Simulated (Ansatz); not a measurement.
Start from MgB2 (space group P6/mmm, No. 191; a = 3.064 Å, c = 3.498 Å; relaxed with 0.1 eV smearing).

All numbers come from Kohn–Sham DFT with the PBEsol functional, run in Ansatz (a quantum-chemistry and plane-wave program) with PAW and 420 eV plane waves, no SOC.

Strains are applied to the cell and any free atomic positions relax.

One change was made to it. Results:

The pressure (mean of the normal stresses, compression positive) goes from zero to -4.4 GPa; the energy increases by 4.0 meV/atom; the band gap stays zero.

Question: Name the change that was made.
A. isotropic strain −0.50 %
B. isotropic strain +1.00 %
C. isotropic strain +3.00 %

Answer: B, isotropic strain +1.00 %. For comparison, the energy relative to the base in the other runs: isotropic strain +3.00 % gives +35 meV/atom; isotropic strain −0.50 % gives +1.1 meV/atom.

Stability against distortions was not tested. The final runs are not spin-polarised.
